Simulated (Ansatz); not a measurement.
The reference is a 14-atom supercell of Cd in the hcp (Mg type) structure (space group P6_3/mmc, No. 194; a = 3.016 Å, c = 5.819 Å) at its relaxed geometry.

Method: DFT with PBE, PAW potentials and a 420 eV plane-wave cutoff in Ansatz (a first-principles code), scalar-relativistic without spin-orbit coupling.

For the base:

* **Mean distance from the defect site to its nearest host atoms**: 302 pm
* **Pressure**: 0.0 GPa

Now apply this change: one Cd atom is replaced by Zn, atoms relaxed at fixed cell, starting from a slightly rattled geometry.

Problem. Predict the new mean distance from the defect site to its nearest host atoms and pressure.

Solution. The mean distance from the defect site to its nearest host atoms shrinks by 3 pm to 299 pm; the pressure goes from zero to -0.9 GPa.

The cell is small, so the values are those of an ordered compound at a high defect concentration; dilute-limit values will differ. The defect cell is not spin-polarised.
